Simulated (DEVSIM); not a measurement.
Structure: Pd/AlN/n-Ge capacitor, at 300 K.

```
layer (left to right)  material  thickness (nm)  Nd (cm⁻³)
---------------------  --------  --------------  ---------
1                           AlN            13.0          -
2                            Ge           12000     2.6e15
```

Metal gate on the left, work function 5.2 eV. Fixed charge at the semiconductor interface 0 cm⁻² (in units of +e); no interface traps.

Constants are typed, rounded textbook-type inputs, not results; the design itself was drawn at random and stands for no fabricated device. Values at 300 K.

| parameter | AlN | Ge |
|---|---|---|
| gap (eV) | 6.1 | 0.664 |
| affinity (eV) | 1.9 | 4 |
| permittivity | 8.5 | 16 |
| Nc (cm⁻³) | - | 1.04e19 |
| Nv (cm⁻³) | - | 6e18 |

Simulated with DEVSIM: 1D Poisson equation in equilibrium, Boltzmann statistics, complete ionisation; no quantum confinement or tunnelling. Metal contacts follow the ideal Schottky-Mott rule: no Fermi-level pinning, no interface dipoles.

The interface trap density was swept, all else fixed.

```
interface trap density (cm^-2 eV^-1)  threshold voltage (band bending 2φF) (V)  minimum of the low-frequency capacitance (μF/cm²)
------------------------------------  ----------------------------------------  -------------------------------------------------
0                                                                         0.71                                             0.0442
1e10                                                                      0.71                                             0.0455
1e11                                                                      0.70                                             0.0569
3e11                                                                       [?]                                                [?]
1e12                                                                      0.63                                              0.152
2e12                                                                      0.56                                              0.225
```

Complete the blanks.


- 3e11, threshold voltage (band bending 2φF) (V): 0.68
- 3e11, minimum of the low-frequency capacitance (μF/cm²): 0.0812
